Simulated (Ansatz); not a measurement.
Results of LDA in Ansatz (plane waves, PAW) for rock-salt LuN.

Run with plane-wave cutoff 520 eV, 20×20×20 k mesh, Fermi–Dirac smearing 0.05 eV, scalar-relativistic PAW data made under PBE.

Pressure at four volumes; x = ln(V/12.619 Å³). One pressure is withheld.

```tsv
V (Å³/atom)	x	P (GPa)
11.862	-0.0619	13.80
12.619	0.0000	-0.05
13.124	0.0392	-7.21
13.376	0.0583	?
```

Pass a parabola P(x) through the three rows shown, estimate the bulk modulus and its pressure derivative near zero pressure, and predict the withheld pressure.

Slopes between the rows: (-0.05 − (13.80))/(0.0000 − (-0.0619)) = -223.75 and (-7.21 − (-0.05))/(0.0392 − (0.0000)) = -182.65 GPa. Their difference over the span 0.1011 is c = 41.10/0.1011 = 406.5 GPa, so P(x) = 13.80 + (-223.75)(x − (-0.0619)) + 406.5 (x − (-0.0619))(x − (0.0000)). At the middle row B = −dP/dx = −[-223.75 + 406.5 × 0.0619] = 198.6 GPa, and B′ = dB/dP = 2c/B = 4.1. At x = 0.0583 the parabola gives -10.25 GPa; the run gives -10.28 GPa. The Birch–Murnaghan fit to the energies at all volumes has B0 = 198 GPa and B′ = 4.0.

Note: the volume lies 7 % below that of the published cell.

Spin–orbit coupling is not included.

Ansatz is an electronic-structure program.
